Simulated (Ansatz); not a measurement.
```xyz
2
Lattice="0.0000 2.9250 2.9250 2.9250 0.0000 2.9250 2.9250 2.9250 0.0000" Properties=species:S:1:pos:R:3 pbc="T T T"
In     0.0000     0.0000     0.0000
P      1.4625     1.4625     1.4625
```

Computed with PBE with spin-orbit coupling, rigid bands (plane waves, PAW; Ansatz, a program for electronic structure). Condition of this run: hydrostatic pressure of 1 GPa (compression positive) (the target of the relaxation). How the cell was made: cell and atoms relaxed with PBEsol, then loaded as said.

What conductivity effective mass do dilute electrons have at 300 K?

0.070 mₑ.

What conductivity effective mass do dilute holes have at 300 K?

0.56 mₑ.

And the band gap?

0.72 eV at this level; semilocal functionals usually fall short of the measured gap.

Rigid bands, one relaxation time for all states, no polarons. Geometry: cell and atoms relaxed with PBEsol.
